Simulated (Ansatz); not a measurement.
The starting structures come from a database of crystals and need not be the phases stable at ambient conditions.

Inside the gap of an insulator the Bloch states are evanescent, with a wavenumber k + iκ along the transport direction.

Given:

```xyz
10
Lattice="6.9052 0.0000 0.0000 -3.4466 5.9835 0.0000 1.1344 1.9625 6.4773" Properties=species:S:1:pos:R:3 pbc="T T T"
In     2.2460     5.8743     0.0138
In     4.5364     5.8596     3.2524
In     4.5521     2.0793     3.2296
In     0.0968     5.9636     6.4682
S      1.1694     3.9378     0.9286
S      3.3957     3.9601     4.1673
S     -2.2673     6.0755     0.7486
S      6.9635     2.0491     3.9873
S      4.5237     2.0088     0.7232
S      0.0500     5.9038     3.9618
```

Space group of this cell: Cc. The cell is taken as given; by PBEsol its mean pressure is -0.7 GPa.

Transport runs along the normal of the first two printed cell vectors.

The gap is the functional's own, uncorrected, and κ follows it; spin-orbit coupling is left out. Mid-gap values are interpolated between the computed energies.

Compute, with PBEsol in Ansatz (an electronic-structure program), the band gap and the smallest decay constant κ at mid-gap.

Gap 1.08 eV on a 6×6×6 mesh; κ = 0.111 1/Å, at the zone centre.
